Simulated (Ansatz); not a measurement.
**What biaxial strain +3.79 %, plane normal [001], relaxed out of plane does to Ti**

Base system: Ti in the hcp (Mg type) structure (space group P6_3/mmc, No. 194; a = 2.9367 Å, c = 4.6410 Å; relaxed with 0.1 eV smearing). Axes: x lies along a and z along c of the hexagonal cell.

One thing is altered: biaxial strain +3.79 %, plane normal [001], relaxed out of plane (Cartesian); in-plane vectors clamped, the third vector and the atoms free.

Computed with r2SCAN, PAW, 500 eV (Ansatz, a program for electronic structure; spin-orbit coupling left out), earlier PAW set. k-mesh 23×23×13 (Γ-centred); smearing 0.1 eV (Fermi–Dirac).

| quantity | base | changed | shift |
|---|---|---|---|
| volume per atom | 17.33 Å³ | 18.13 Å³ | +0.80 Å³ |
| space group | P6_3/mmc (No. 194) | P6_3/mmc (No. 194) | – |
| shortest interatomic distance | 2.874 Å | 2.859 Å | -0.015 Å |
| pressure (mean of the normal stresses, compression positive) | 0.0 GPa | -4.8 GPa | -4.8 GPa |
| band gap | zero | zero | – |
| out-of-plane strain | – | -2.91 % | – |
| ratio −ε⊥/ε∥ | – | 0.77 | – |
| mean in-plane stress (compression positive) | – | -7.1 GPa | – |

Final structure (turned so that z lies along the plane normal):

```
CELL_PARAMETERS angstrom
      3.04805     0.00000     0.00000
      1.52402     2.63969     0.00000
      0.00000     0.00000     4.50597
ATOMIC_POSITIONS crystal
  Ti 0.33333 0.33333 0.75000
  Ti 0.66667 0.66667 0.25000
```

Stability against distortions was not tested. All final runs are without spin polarisation.
